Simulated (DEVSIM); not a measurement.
Device: abrupt Si n-p junction, at 300 K.

Layer 1 from the left is Si, thickness (μm) 20.0, Nd (cm⁻³) 2.7e16, τn (s) 1.8e-5, τp (s) 1.8e-5. Layer 2 from the left is Si, thickness (μm) 120, Na (cm⁻³) 2.2e17, τn (s) 1.8e-5, τp (s) 1.8e-5.

Left contact: ohmic. Right contact: ohmic. Voltage is applied to the left contact. Recombination: SRH at mid-gap, Auger. Mobility is μmin + (μ − μmin)/(1 + (N/Nref)^α).

This is a model device: material constants are rounded textbook-type values typed into the input, and sizes, dopings and lifetimes were drawn at random. Values at 300 K.

Si: gap (eV) 1.124, affinity (eV) 4.05, permittivity 11.7, Nc (cm⁻³) 2.86e19, Nv (cm⁻³) 3.1e19, μn (cm²/Vs) 1417, μp (cm²/Vs) 470, μn,min 52, μp,min 45, Nref,n 9.7e16, Nref,p 2.2e17, αn 0.68, αp 0.72, Cn (cm⁶/s) 2.8e-31, Cp (cm⁶/s) 9.9e-32.

Problem. Estimate by hand the built-in potential, the peak field at zero bias, the capacitance at 1.5 V, and compare with a numerical solution.

Solution. 
- Built-in potential: ni = √(Nc Nv) exp(−Eg/2kT) = 1.08e10 cm⁻³ with Eg = 1.124 eV; Vbi = kT/q ln(Na Nd/ni²) = 0.816 V; numerical 0.816 V.
- Peak field at zero bias: depletion approximation: W = √(2εVbi/(qN)) = 0.209 μm with N = 2.40e16 cm⁻³; field = 2Vbi/W = 77900 V/cm; numerical 75600 V/cm (estimate above by 3.1 %).
- Capacitance at 1.5 V: C = √(qεN / 2(Vbi + |V|)) = 29.4 nF/cm²; numerical 29.7 nF/cm² (estimate below by 1.1 %).

Simulated with DEVSIM: 1D drift-diffusion, Boltzmann statistics, complete ionisation; no tunnelling, impact ionisation, image-force lowering or self-heating.
